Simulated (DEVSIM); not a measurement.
Device: Al0.1Ga0.9As/GaAs p-n heterojunction, at 250 K.

```csv
layer (left to right),material,thickness (μm),Nd (cm⁻³),Na (cm⁻³),τn (s),τp (s)
1,Al0.1Ga0.9As,0.150,-,2.2e16,4.9e-10,4.9e-10
2,GaAs,2.80,4.5e16,-,4.9e-10,4.9e-10
```

Left contact: ohmic. Right contact: ohmic. Voltage is applied to the left contact. Recombination: SRH at mid-gap, radiative. Mobility is μmin + (μ − μmin)/(1 + (N/Nref)^α).

This is a model device: material constants are rounded textbook-type values typed into the input, and sizes, dopings and lifetimes were drawn at random. Values at 300 K; Nc and Nv go as T^1.5, mobilities as T to minus their exponent, the gap by Varshni's rule with the affinity fixed.

| parameter | Al0.1Ga0.9As | GaAs |
|---|---|---|
| gap (eV) | 1.5487 | 1.424 |
| affinity (eV) | 3.991 | 4.07 |
| permittivity | 12.62 | 12.9 |
| Nc (cm⁻³) | 5.17e17 | 4.7e17 |
| Nv (cm⁻³) | 9e18 | 9e18 |
| μn (cm²/Vs) | 6520 | 8500 |
| μp (cm²/Vs) | 317 | 400 |
| μn,min | 500 | 500 |
| μp,min | 20 | 20 |
| Nref,n | 6e16 | 6e16 |
| Nref,p | 1.5e17 | 1.5e17 |
| αn | 0.39 | 0.39 |
| αp | 0.38 | 0.38 |
| T exponent of μn | 2.1 | 2.1 |
| T exponent of μp | 2.2 | 2.2 |
| B (cm³/s) | 2e-10 | 2e-10 |
| Varshni α (eV/K) | 0.000541 | 0.000541 |
| Varshni β (K) | 204 | 204 |

DEVSIM, 1D drift-diffusion, Boltzmann statistics, complete ionisation; no tunnelling, impact ionisation, image-force lowering or self-heating. Band offsets follow the typed affinities; no thermionic-emission limit at abrupt steps, no polarisation charge.

Question: Tabulate band edges, carrier densities and field at 1.05 V on the left contact.

Answer: Energies count from the Fermi level of the right contact; mesh points crowd at the junctions.

```tsv
x (μm)	Ec (eV)	Ev (eV)	n (cm⁻³)	p (cm⁻³)	field (V/cm)
0.000	0.397	-1.174	< 1e2	2.2e16	-1500
0.005077	0.396	-1.174	3.6e8	2.1e16	-1500
0.01596	0.395	-1.176	1.2e9	2.0e16	-1800
0.03678	0.390	-1.181	3.1e9	1.6e16	-3000
0.09608	0.343	-1.228	4.6e10	1.8e15	-15000
0.1254	0.287	-1.284	6.4e11	1.3e14	-24000
0.1407	0.247	-1.324	4.1e12	2.1e13	-29000
0.1494	0.221	-1.349	1.4e13	6.3e12	-31000
0.1544	0.127	-1.319	9.6e14	2.6e13	-28000
0.1644	0.103	-1.343	3.1e15	8.3e12	-22000
0.1868	0.067	-1.379	1.6e16	1.6e12	-10000
0.2556	0.045	-1.401	4.4e16	5.3e11	-350
0.3844	0.045	-1.401	4.5e16	4.2e11	≈ 0
0.6427	0.045	-1.401	4.5e16	2.8e11	≈ 0
1.521	0.045	-1.401	4.5e16	6.7e10	≈ 0
2.251	0.045	-1.401	4.5e16	1.9e10	≈ 0
2.630	0.045	-1.401	4.5e16	7.4e9	≈ 0
2.799	0.045	-1.401	4.5e16	3.4e9	≈ 0
2.898	0.045	-1.401	4.5e16	1.1e9	≈ 0
2.928	0.045	-1.401	4.5e16	4.9e8	≈ 0
2.942	0.045	-1.401	4.5e16	1.8e8	≈ 0
2.950	0.045	-1.401	4.5e16	< 1e2	≈ 0
```
